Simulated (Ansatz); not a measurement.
**SiC (model structure, P6₂22, No. 180, 6 atoms in the cell)**

Level of theory: r²SCAN+rVV10 (Ansatz, a program for electronic structure, PAW).

Numerical settings: plane-wave cutoff 560 eV, 24×24×8 k mesh (along the axes of the cell as run), Fermi–Dirac smearing 0.05 eV, scalar-relativistic PAW data made under PBE.

Cell (relaxed at this level):

```
CELL_PARAMETERS angstrom
      3.06950     0.00000     0.00000
     -1.53475     2.65826     0.00000
      0.00000     0.00000     7.03543
ATOMIC_POSITIONS crystal
  Si 0.50000 0.00000 0.66667
  Si 0.00000 0.50000 0.33333
  Si 0.50000 0.50000 0.00000
  C  0.50000 0.00000 0.16667
  C  0.00000 0.50000 0.83333
  C  0.50000 0.50000 0.50000
```

```
Item                                                      Value
-------------------------------------------  ------------------
band gap                                     1.16 eV (indirect)
smallest direct gap on the k points sampled             3.40 eV
direct gap at Γ                                         3.83 eV
```

Note: the relaxation could raise the start's symmetry but not lower it, so the cell can be a saddle point.

Static lattice: no zero-point or thermal effects.

A model structure was made by putting elements into a prototype or built by hand; it is no filed structure, need not be a known phase, and can be a saddle point held by its symmetry.
